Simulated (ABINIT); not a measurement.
Input and output of a self-consistent single point for Au (Fm-3m, 1 atom in the cell) (ABINIT).

Method: PBE, PAW (JTH v2.0 PBE PAW) (plane waves; ABINIT).

The change in words: lattice scaled by 0.98. Reference geometry:
```
CELL_PARAMETERS angstrom
      0.00000     2.04000     2.04000
      2.04000     0.00000     2.04000
      2.04000     2.04000     0.00000
ATOMIC_POSITIONS crystal
  Au 0.00000 0.00000 0.00000
```

Reference input (self-consistent single point, DFT, PBE, plane waves, PAW (JTH v2.0 PBE PAW)): pseudos = [Au.GGA_PBE-JTH.xml]; ecut = 707 eV; pawecutdg = 1415 eV; ixc = 11; occopt = 7; tsmear = 0.1 eV; ngkpt = 18 18 18; nshiftk = 1; shiftk = 0 0 0; potentials = JTH v2.0 PBE PAW; nband = 11; kptopt = 1. This run's input differs from it in these lines:

```diff
@@ -3,6 +3,6 @@
 pseudos "Au.GGA_PBE-JTH.xml"
-acell 2.8849956672 2.8849956672 2.8849956672 Angstrom
+acell 2.8272957539 2.8272957539 2.8272957539 Angstrom
 rprim
          0.0000000000    0.7071067812    0.7071067812
-         0.7071067812    0.0000000000    0.7071067812
+         0.7071067812   -0.0000000000    0.7071067812
          0.7071067812    0.7071067812   -0.0000000000
```

Output (repeated stretches shortened):

```
--- !BeginCycle
solver: {iscf: 17, nstep: 80, nline: 4, wfoptalg: 10, }
tolerances: {tolvrs: 1.00E-11, }
...

     iter   Etot(hartree)      deltaE(h)  residm     nres2
 ETOT  1  -33.933371903711    -3.393E+01 8.399E-01 1.850E+01
 ETOT  2  -34.209211735811    -2.758E-01 2.122E-01 2.023E+01
 ETOT  3  -34.156201879988     5.301E-02 3.241E-02 4.718E+00
 ETOT  4  -34.149400069665     6.802E-03 2.003E-02 1.184E-01
 ETOT  5  -34.151656847594    -2.257E-03 1.720E-02 1.026E-01
   [... 16 lines left out ...]
 ETOT 22  -34.151335414702    -1.592E-11 9.228E-04 2.213E-08
 ETOT 23  -34.151335414695     6.942E-12 7.864E-04 1.103E-08
 ETOT 24  -34.151335414692     3.283E-12 7.208E-04 2.567E-10
 ETOT 25  -34.151335414694    -2.736E-12 4.919E-04 3.751E-12
 At SCF step   25       nres2   =  3.75E-12 < tolvrs=  1.00E-11 =>converged.

 Cartesian components of stress tensor (hartree/bohr^3)
  sigma(1 1)= -8.06537681E-04  sigma(3 2)=  0.00000000E+00
  sigma(2 2)= -8.06537681E-04  sigma(3 1)=  0.00000000E+00
  sigma(3 3)= -8.06537681E-04  sigma(2 1)=  0.00000000E+00

 ----iterations are completed or convergence reached----

 reduced coordinates (array xred) for    1 atoms
       0.000000000000      0.000000000000      0.000000000000
 cartesian forces (eV/Angstrom) at end:
    1     -0.00000000000000    -0.00000000000000    -0.00000000000000
 frms,max,avg= 0.0000000E+00 0.0000000E+00   0.000E+00  0.000E+00  0.000E+00 e/A
 length scales=  5.342814671541  5.342814671541  5.342814671541 bohr
              =  2.827295753900  2.827295753900  2.827295753900 angstroms
   [... lines left out ...]
 Fermi (or HOMO) energy (hartree) =   0.32189   Average Vxc (hartree)=  -0.44570
 Fermi (or HOMO) energy (eV) =   8.75919   Average Vxc (eV)= -12.12808
   [... lines left out ...]
'-kT*entropy'       : -5.36485547345439E-05
total_energy        : -3.41513360665036E+01
total_energy_eV     : -9.29305115037491E+02
...

-Cartesian components of stress tensor (GPa)         [Pressure=  2.3729E+01 GPa]
- sigma(1 1)= -2.37291538E+01  sigma(3 2)=  0.00000000E+00
- sigma(2 2)= -2.37291538E+01  sigma(3 1)=  0.00000000E+00
- sigma(3 3)= -2.37291538E+01  sigma(2 1)=  0.00000000E+00

 Calculation completed.
```

The run converged in 25 iterations. 

The starting cell has typed, rounded lattice constants, without a prior relaxation at this level. For this run, on top of that: lattice scaled by 0.98. With a pressure of about 24 GPa the cell is away from its equilibrium volume at this level.

These are the values that this program gave, and no reference: the one-centre exchange-correlation terms come from a truncated expansion.

Cost on one core of a shared machine: roughly 3 min.
